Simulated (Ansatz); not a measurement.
The starting structures come from a database of crystals and need not be the phases stable at ambient conditions.

Inside the gap of an insulator the Bloch states are evanescent, with a wavenumber k + iκ along the transport direction.

Consider the following.

```
CELL_PARAMETERS angstrom
      7.02401     0.00000     0.00000
      0.20259     8.10752     0.00000
     -3.46465     2.07590     4.28845
ATOMIC_POSITIONS crystal
  P  0.08098 0.31958 0.91059
  P  0.91902 0.68042 0.08941
  P  0.52781 0.44817 0.72103
  P  0.47219 0.55183 0.27897
  P  0.21851 0.65782 0.55743
  P  0.78149 0.34218 0.44257
  P  0.66204 0.76549 0.33959
  P  0.33796 0.23451 0.66041
  P  0.05160 0.94105 0.73390
  P  0.94840 0.05895 0.26610
  P  0.31625 0.91450 0.46897
  P  0.68375 0.08550 0.53103
  Ru 0.63393 0.95636 0.91069
  Ru 0.36607 0.04364 0.08931
  Ru 0.92974 0.37229 0.15744
  Ru 0.07026 0.62771 0.84256
```

Space group of this cell: P-1. The cell is taken as given; by PBEsol its mean pressure is -2.7 GPa.

Transport runs along the normal of the first two printed cell vectors.

The gap is the functional's own. No spin-orbit coupling. Mid-gap values are interpolated on the energy grid.

Task: Give the band gap and the smallest decay constant κ at mid-gap that PBEsol run with Ansatz (a first-principles code) yields.

Result: Gap 0.98 eV on a 6×4×8 mesh; κ = 0.192 1/Å, at (0.500, 0.250) of the in-plane reciprocal vectors. At the zone centre, at the nearest computed energy, the slowest state has κ = 0.22 1/Å.
